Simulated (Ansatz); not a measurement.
# Al2O3, response to strain

Consider Al₂O₃ in the corundum structure (space group R-3c, No. 167).

```xyz
10
Lattice="2.3869 1.3781 4.3382 -2.3869 1.3781 4.3382 0.0000 -2.7561 4.3382" Properties=species:S:1:pos:R:3 pbc="T T T"
Al     0.0000     0.0000     8.4325
Al     0.0000     0.0000     1.9251
Al     0.0000     0.0000     4.5822
Al     0.0000     0.0000    11.0895
O      0.7301     1.4916     5.4228
O     -1.6568    -0.1136     5.4228
O     -0.7301    -1.4916     7.5919
O     -0.9268     1.3781     7.5919
O      1.6568     0.1136     7.5919
O      0.9268    -1.3781     5.4228
```

Cartesian axes are those of the cell as printed.

Strains are applied to the cell and any free atomic positions relax; under biaxial strain the out-of-plane vector relaxes too.

The values are results of PBEsol (Ansatz, a first-principles code; PAW; 420 eV plane waves; no spin-orbit coupling), not measurements.

Candidates:
(a) biaxial strain +2.25 %, plane normal [001], relaxed out of plane
(b) biaxial strain +1.50 %, plane normal [001], relaxed out of plane
(c) biaxial strain +3.00 %, plane normal [001], relaxed out of plane

Q: Order them by out-of-plane strain, highest first.

A: (b) biaxial strain +1.50 %, plane normal [001], relaxed out of plane (-0.74 %), (a) biaxial strain +2.25 %, plane normal [001], relaxed out of plane (-1.10 %), (c) biaxial strain +3.00 %, plane normal [001], relaxed out of plane (-1.46 %)

No phonon test of stability was made.
